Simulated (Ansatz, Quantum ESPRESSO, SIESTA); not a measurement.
One structure in several programs: KHF2 (I4/mcm, 8 atoms in the cell)

Self-consistent single point.

```xyz
8
Lattice="-2.7995 2.7995 3.3528 2.7995 -2.7995 3.3528 2.7995 2.7995 -3.3528" Properties=species:S:1:pos:R:3 pbc="T T T"
K      0.0000     0.0000     5.0293
K      0.0000     0.0000     1.6764
H      0.0000     2.7995     0.0000
H      2.7995     0.0000     0.0000
F      1.9929    -0.8066     3.3528
F      0.8066     3.6060     0.0000
F      0.8066     1.9929     3.3528
F      1.9929     0.8066     0.0000
```

Shared settings, as Ansatz (a quantum-chemistry and plane-wave program) writes them: kpoints.mp_grid.grid = 7 7 7; scf.occupations.method = fermi_dirac; scf.occupations.width = 0.05 eV. Potentials and cutoffs stand in the table.

```json
[
 {"code": "Quantum ESPRESSO", "model": "PBEsol, SSSP 1.1.2 efficiency (PBE) pseudopotentials", "pressure (GPa)": "0.85", "largest force (eV/Å)": "0.187", "gap on the mesh (eV)": "7.119", "cutoff": "55 Ry"},
 {"code": "SIESTA", "model": "GGA PBEsol, numerical atomic orbitals DZP, PseudoDojo PBEsol standard norm-conserving potentials (rewritten from UPF to PSML)", "pressure (GPa)": "-0.74", "largest force (eV/Å)": "0.230", "gap on the mesh (eV)": "6.900", "cutoff": "grid 400 Ry"},
 {"code": "Ansatz", "model": "PBEsol, default PAW files made with PBE", "pressure (GPa)": "0.20", "largest force (eV/Å)": "0.099", "gap on the mesh (eV)": "7.164", "cutoff": "default"}
]
```

Gaps are read on the mesh.

The spread over the programs that give each value: pressure within 1.59 GPa; largest force within 0.131 eV/Å; gap on the mesh within 0.264 eV.

SIESTA uses small atom-centred bases, whose incompleteness enters pressures, forces and empty levels differently from a plane-wave cutoff. Ansatz's pressure is given at a fixed set of plane waves, as the other plane-wave codes print theirs; with its correction for the finite basis it is 0.72 GPa (the shift of 0.52 GPa shows how far the cutoff is from converged). In the pressure, SIESTA (by 1.27) lies more than 1 GPa from the median of the plane-wave programs. In the gap, SIESTA (by 0.242) lies more than 0.12 eV from the median of the plane-wave programs.

The starting cell comes from a database of computed structures (which also holds hypothetical and non-ambient phases and stackings), without a prior relaxation at this level.

Left out of this page: CP2K (unsound by tests on forces, stress, charge or solver warnings).

Keys are those of Ansatz 0.2.
